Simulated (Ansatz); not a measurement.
## What isotropic strain −3.00 % does to BaZrO3

Consider BaZrO$_{3}$ in the cubic perovskite structure (space group Pm-3m, No. 221; a = 4.181 Å).

Now apply this change: the cell is scaled by 0.9700 in all directions; the atoms relax in the strained cell.

Computed with PBEsol in Ansatz (plane waves to 420 eV, PAW, no SOC). Γ-centred 8×8×8 mesh, Fermi–Dirac width 0.05 eV.

```json
[
 {"quantity": "volume per atom", "base": "14.61 Å³", "changed": "13.34 Å³", "shift": "-1.276 Å³"},
 {"quantity": "space group", "base": "Pm-3m (No. 221)", "changed": "Pm-3m (No. 221)", "shift": "–"},
 {"quantity": "shortest interatomic distance", "base": "2.090 Å", "changed": "2.028 Å", "shift": "-0.0627 Å"},
 {"quantity": "energy relative to the base (free energy F)", "base": "0 meV/atom", "changed": "+67 meV/atom", "shift": "+67 meV/atom"},
 {"quantity": "pressure", "base": "-0.01 GPa", "changed": "18.22 GPa", "shift": "+18.224 GPa"},
 {"quantity": "band gap (an upper bound: an edge found on the path is not a true extremum; the base alone)", "base": "3.17 eV", "changed": "3.36 eV", "shift": "+0.184 eV"}
]
```

Final structure:

```
BaZrO3
1.0
    4.05523     0.00000     0.00000
    0.00000     4.05523     0.00000
    0.00000     0.00000     4.05523
Ba Zr O
1 1 3
Direct
  0.00000   0.00000   0.00000
  0.50000   0.50000   0.50000
  0.50000   0.00000   0.50000
  0.00000   0.50000   0.50000
  0.50000   0.50000   0.00000
```

No phonon test of stability was made.

Ansatz is an electronic-structure program.
